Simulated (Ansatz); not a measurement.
Base system: WSe₂ (space group P6_3/mmc, No. 194; a = 3.230 Å, c = 12.411 Å; layered, stacked along the Cartesian z axis).

Calculations: DFT with PBEsol-D3(BJ), PAW potentials and a 420 eV plane-wave cutoff in Ansatz (a first-principles code), no spin-orbit coupling.

Before the change:

| Quantity | Result |
|---|---|
| Hole mass | 1.5 mₑ along c, 0.60 mₑ across (at Γ) |
| Band gap | 0.67 eV |
| Pressure | 0.0 kbar |

One thing is altered: every lattice vector is shortened by 3.00 %; the atoms relax in the strained cell.

Task: What happens to the hole mass, band gap and pressure?

Result: The hole mass becomes 1.9 mₑ along c, 0.55 mₑ across (at Γ) (base: 1.5 mₑ along c, 0.60 mₑ across (at Γ)); the band gap decreases by 0.26 eV, from 0.67 eV to 0.41 eV; the pressure (mean of the normal stresses, compression positive) goes from zero to 94.4 kbar.

With W present, leaving out spin-orbit coupling can change the band edges. Effective masses come from finite differences of ±0.01 Å⁻¹. No phonon test of stability was made.
